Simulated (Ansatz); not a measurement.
An Ansatz (a program for electronic structure) input (DFT with PBEsol, PAW potentials and a 420 eV plane-wave cutoff in Ansatz, without spin-orbit coupling):

Ansatz 0.2 input:
```yaml
crystal:
  lattice:
    - [0.0087045932, 3.0015838561, 3.0015838561]
    - [3.0015838561, 0.0087045932, 3.0015838561]
    - [3.0102884493, 3.0102884493, 0]
  atoms:
    - { symbol: Al, position: [0.25, 0.25, 0.25] }
    - { symbol: Al, position: [0.75, 0.75, 0.75] }
    - { symbol: Au, position: [0, 0, 0] }
basis: { ecutwfc: 420, ecutrho_ratio: 4, xc_grid: 2, fft_grid_basis: typed }
kpoints: { mp_grid: { grid: [17, 17, 17] } }
hamiltonian:
  xc: pbesol
  dispersion: none
  pseudopotentials: { kind: paw }
scf: { occupations: { method: fermi_dirac, width: 0.1 }, convergence: { dr2_threshold: 0.0000000003 } }
relax: { f_tol: 0.005, max_steps: 50 }
output: { forces: true, stress: true }
checkpoint: { write: state.ck, write_every: 1000 }
```

Q: Which symmetry and how many k-points will the program report, and about how many plane waves at Γ?

A: Space group Immm (ITA 71) with 8 operations, k-points 729 of 4913, and 1067 plane waves at Γ.

The cells carry an imposed strain or load. Stability against distortions was not tested. The cell was made from Al₂Au (space group Fm-3m, No. 225) by this change: tensor shear ε_xy = +0.29 %.
